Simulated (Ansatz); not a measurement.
Base system: GaN in the wurtzite structure (space group P6_3mc, No. 186).

```xyz
4
Lattice="3.1833 0.0000 0.0000 -1.5916 2.7568 0.0000 0.0000 0.0000 5.1839" Properties=species:S:1:pos:R:3 pbc="T T T"
Ga     1.5916     0.9189     0.0051
Ga     0.0000     1.8379     2.5971
N      1.5916     0.9189     3.2358
N      0.0000     1.8379     0.6439
```

Cartesian axes are those of the cell as printed.

All numbers come from r2SCAN (Ansatz, a first-principles code, PAW, without spin-orbit coupling), earlier PAW set.

It is then changed as follows: tensor shear ε_yz = −0.95 % (engineering shear γ = -0.0190), atoms relaxed at fixed cell.

Task: Predict the stress tensor and what it implies for the stiffness.

Result: Stress of the strained cell less that of the base (GPa, compression positive):
```
   0.01    0.00    0.00
   0.00   -0.03    1.86
   0.00    1.86    0.03
```

Then −Δσ/γ with γ = 2ε = -0.0190 gives relaxed-ion elastic constants: C44 ≈ 98 GPa.

No phonon test of stability was made.
